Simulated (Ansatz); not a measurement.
Effect of uniaxial strain ε_zz = −0.60 % on CdSe

The reference is CdSe in the wurtzite structure (space group P6_3mc, No. 186; a = 4.3019 Å, c = 7.0210 Å). Axes: x lies along a and z along c of the hexagonal cell.

Modification: uniaxial strain ε_zz = −0.60 %, all other strain components held at zero; the atoms relax in the strained cell.

Computed with Ansatz (a quantum-chemistry and plane-wave program), PBEsol, PAW, cutoff 420 eV, scalar-relativistic without spin-orbit coupling. k-mesh 9×9×5 (Γ-centred); smearing 0.05 eV (Fermi–Dirac).

| quantity | base | changed | shift |
|---|---|---|---|
| volume per atom | 28.13 Å³ | 27.96 Å³ | -0.17 Å³ |
| space group | P6_3mc (No. 186) | P6_3mc (No. 186) | – |
| shortest interatomic distance | 2.633 Å | 2.628 Å | -0.005 Å |
| energy relative to the base (free energy F) | 0 meV/atom | +0.3 meV/atom | +0.3 meV/atom |
| pressure (mean of the normal stresses, compression positive) | 0.00 GPa | 0.32 GPa | +0.32 GPa |
| band gap | 0.54 eV | 0.56 eV | +0.02 eV |
| gap character | direct at Γ | direct at Γ | – |
| width of the top valence band | 1.75 eV | 1.76 eV | +0.01 eV |
| valence-band top at Γ (three highest levels, from the VBM) | 0.00, 0.00, -0.05 eV | 0.00, 0.00, -0.03 eV | – |
| stress (xx, yy, zz, yz, xz, xy; compression positive) | – | (0.22, 0.22, 0.51, 0.00, 0.00, 0.00) GPa | – |

Cost of the whole job for the changed cell (relaxation, final SCF and bands): roughly 80 core-seconds.

No phonon test of stability was made.
